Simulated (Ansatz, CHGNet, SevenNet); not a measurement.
**HfSiO₄ (I4₁/amd, No. 141, 12 atoms in the cell; start COD 9000852): properties by level of theory**

| level (code) | equilibrium lattice constant a (Å) | c axis length (Å) |
|---|---|---|
| CHGNet 0.3.0 | 6.625 | 6.008 |
| SevenNet-0 | 6.628 | 6.000 |
| SevenNet-l3i5 | 6.625 | 6.004 |
| PBE (Ansatz) | 6.647 | 6.014 |
| PBE-D3(BJ) (Ansatz) | 6.608 | 5.997 |
| r²SCAN (Ansatz) | 6.582 | (withheld) |

Problem. Some entries are withheld; supply them.

Solution. 
- r²SCAN (Ansatz, a first-principles code), c axis length (Å): 5.972

Caveats: the relaxation could not lower the start's symmetry, so the cell can be a saddle point above a distorted one (CHGNet 0.3.0, SevenNet-0, SevenNet-l3i5, PBE, PBE-D3(BJ)). Ansatz's density-functional and Hartree–Fock values are scalar-relativistic unless marked +SOC, with PAW data made under PBE.
